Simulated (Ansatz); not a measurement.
Take Ga$_{2}$O$_{3}$ (space group C2/m, No. 12) as the base.

```xyz
10
Lattice="6.2276 -1.5417 0.0000 6.2276 1.5417 0.0000 -1.3923 0.0000 5.7103" Properties=species:S:1:pos:R:3 pbc="T T T"
Ga     0.0133     0.0000     4.5380
Ga    11.0496     0.0000     1.1723
Ga     7.7644     0.0000     1.7940
Ga     3.2986     0.0000     3.9164
O      1.8842     0.0000     0.6235
O      9.1787     0.0000     5.0868
O      1.3778     0.0000     3.2227
O      9.6851     0.0000     2.4876
O      5.8207     0.0000     1.4659
O      5.2422     0.0000     4.2444
```

Levels (all Ansatz, an electronic-structure program, PAW): PBE (420 eV, no SOC); r2SCAN (500 eV, scalar-relativistic without spin-orbit coupling).

Levels that relaxed their own cell: PBE and r2SCAN.

| level | band gap |
|---|---|
| PBE | 2.01 eV |
| r2SCAN | 3.02 eV |

Measured: band gap 4.85 eV (room temperature; as listed in Kelsey A. Mengle et al., Applied Physics Letters (2016)).

Computed minus measured — band gap: PBE -2.84 eV, r2SCAN -1.83 eV (closest: r2SCAN). Measured values not marked as corrected hold thermal and zero-point effects that the static-lattice runs lack. A measured gap can be an optical one, lowered by exciton binding. Levels without spin-orbit coupling miss its effect on the gap.

Stability against distortions was not tested.
